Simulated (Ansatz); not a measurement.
**Response to strain in MoSi2**

Consider MoSi2 (space group I4/mmm, No. 139).

```xyz
3
Lattice="-1.6011 1.6011 3.9097 1.6011 -1.6011 3.9097 1.6011 1.6011 -3.9097" Properties=species:S:1:pos:R:3 pbc="T T T"
Mo     0.0000     0.0000     0.0000
Si     0.0000     0.0000     2.6219
Si     0.0000     0.0000     5.1976
```

Cartesian axes are those of the cell as printed.

Strains are applied to the cell and any free atomic positions relax.

Level of theory: Ansatz (a quantum-chemistry and plane-wave program) r2SCAN, scalar-relativistic without spin-orbit coupling, earlier PAW set.

Candidates:
(a) uniaxial strain ε_xx = +2.38 %
(b) isotropic strain −4.70 %
(c) tensor shear ε_yz = −1.29 %

Notes on the quantities. energy relative to the base: free energy F.

### Question
Order them by energy relative to the base, lowest first.

### Answer
(c) tensor shear ε_yz = −1.29 % (+5.9 meV/atom), (a) uniaxial strain ε_xx = +2.38 % (+9.5 meV/atom), (b) isotropic strain −4.70 % (+0.215 eV/atom)

The mesh was chosen for an insulator and is coarse for the gapless case. Without a gap, meshes like the base's 14×14×14 leave anisotropic stresses uncertain by several tenths of a GPa, and small strain energies with them. Stability against distortions was not tested. The final runs are not spin-polarised.
